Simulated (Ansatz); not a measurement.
## Rock-salt LaS

Computed with r²SCAN+rVV10 in Ansatz (plane waves, PAW).

Run with plane-wave cutoff 500 eV, 12×12×12 k mesh, Fermi–Dirac smearing 0.05 eV, scalar-relativistic PAW data made under PBE.

Cell (relaxed at this level):

```
CELL_PARAMETERS angstrom
      0.00000     2.93336     2.93336
      2.93336     0.00000     2.93336
      2.93336     2.93336     0.00000
ATOMIC_POSITIONS crystal
  La 0.00000 0.00000 0.00000
  S  0.50000 0.50000 0.50000
```

For rock-salt LaS, the band gap comes out as none.

Note: the relaxation could not lower the start's symmetry, so the cell can be a saddle point above a distorted one.

Spin–orbit coupling is not included.

Static lattice: no zero-point or thermal effects.

The result took around 12 core-seconds (rough).

Ansatz is a first-principles code.
